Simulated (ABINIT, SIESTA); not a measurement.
A SIESTA input for a self-consistent single point of CuI (F-43m, 2 atoms in the cell) (DFT, GGA PBE, numerical atomic orbitals DZP, PseudoDojo PBE standard norm-conserving potentials (rewritten from UPF to PSML)):

```
# files in the folder: Cu.psml I.psml (PseudoDojo PBE standard)
SystemName  CuI
SystemLabel siesta

NumberOfAtoms                2
NumberOfSpecies              2
%block ChemicalSpeciesLabel
  1 29 Cu
  2 53 I
%endblock ChemicalSpeciesLabel
LatticeConstant              1.0 Ang
%block LatticeVectors
     0.000000000    3.025000000    3.025000000
     3.025000000    0.000000000    3.025000000
     3.025000000    3.025000000    0.000000000
%endblock LatticeVectors
AtomicCoordinatesFormat      Bohr
%block AtomicCoordinatesAndAtomicSpecies
     0.000000000    0.000000000    0.000000000  1
     2.858210763    2.858210763    2.858210763  2
%endblock AtomicCoordinatesAndAtomicSpecies

XC.functional                GGA
XC.authors                   PBE
PAO.BasisSize                DZP
PAO.EnergyShift              0.01 Ry
MeshCutoff                   300 Ry
%block kgrid.MonkhorstPack
    5   0   0  0.0
    0   5   0  0.0
    0   0   5  0.0
%endblock kgrid.MonkhorstPack
OccupationFunction           FD
ElectronicTemperature        116.05 K

MaxSCFIterations             150
SCF.Mixer.Method             Broyden
SCF.Mixer.Weight             0.2
SCF.Mixer.History            6
SCF.DM.Tolerance             1.0E-04
Diag.ParallelOverK           true
WriteForces                  true
```

**Question.** Translate this input to ABINIT.

**Answer.** This is the input that was run; spellings and numerical settings could be chosen otherwise.

```
# CuI, JTH v2.0 PBE PAW
pp_dirpath "./"
pseudos "Cu.GGA_PBE-JTH.xml, I.GGA_PBE-JTH.xml"
acell 3*1.0
rprim
        -0.0000000000    5.7164215270    5.7164215270
         5.7164215270   -0.0000000000    5.7164215270
         5.7164215270    5.7164215270   -0.0000000000
natom 2
ntypat 2
znucl 29 53
typat 1 2
xred
         0.0000000000    0.0000000000    0.0000000000
         0.2500000000    0.2500000000    0.2500000000
ecut 30
pawecutdg 60
pawxcdev 0
ixc 11
occopt 3
tsmear 0.00036749
nband 18
kptopt 1
ngkpt 5 5 5
nshiftk 1
shiftk 0 0 0
nstep 100
toldfe 1.0e-09
prtwf 0
prtden 0
enunit 2
```

Basis settings and potentials, where a program has them, do not carry over. This input uses DFT, PBE, plane waves, PAW (JTH v2.0 PBE PAW). Both were run: pressure -0.64 GPa in SIESTA and 0.98 in ABINIT; gap on the mesh 1.600 eV in SIESTA and 1.127 in ABINIT.

On ABINIT: the starting cell has typed, rounded lattice constants, without a prior relaxation at this level. Spin-orbit coupling is off.

On SIESTA: the starting cell has typed, rounded lattice constants, without a prior relaxation at this level. Spin-orbit coupling is off. Values carry the incompleteness of an atom-centred basis.
